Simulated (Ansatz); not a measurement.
InGa3N4 (P3m1, No. 156, 8 atoms in the cell; start mp-1223879) was calculated with HSE06+SOC (PAW; Ansatz, an electronic-structure program).

Numerical settings: plane-wave cutoff 460 eV, 9×9×2 k mesh (along the axes of the cell as run), Fermi–Dirac smearing 0.01 eV, PAW data made under PBE.

Cell (relaxed with PBEsol):

Ga$_{3}$InN$_{4}$ has the trigonal space group P3m1 (No. 156), Pearson symbol hP8. Conventional cell: a = 3.2639 Å, b = 3.2639 Å, c = 10.7135 Å, α = 90.00°, β = 90.00°, γ = 120.00°. In on 1a is surrounded by 4 N at 2.079–2.169 Å (tetrahedral). Ga1 on 1c sees 4 N at 1.923–1.982 Å (tetrahedral). Ga2 on 1c is coordinated by 4 N at 1.949–1.982 Å (tetrahedral). Ga3 on 1a is coordinated by 4 N at 1.948–1.983 Å (tetrahedral). N1 on 1c is coordinated by 1 Ga at 1.923 Å and 3 In at 2.079 Å (tetrahedral). N2 on 1c sees 4 Ga at 1.949–1.983 Å (tetrahedral). N3 on 1a is surrounded by 4 Ga at 1.948–1.982 Å (tetrahedral). N4 on 1a is surrounded by 3 Ga at 1.982 Å and 1 In at 2.169 Å (tetrahedral). (Neighbours: up to the widest gap in distance over summed covalent radii, below 1.35, at either atom; cation-cation and far metal-metal contacts left out.)

Give the computed band gap.


band gap: 1.85 eV (on the SCF k mesh)

Note: cell and atoms aren't relaxed at this level (largest force component 0.20 eV/Å).

Computed values are for the static lattice.

A start named mp-… is a Materials Project structure, which need not be a measured phase.
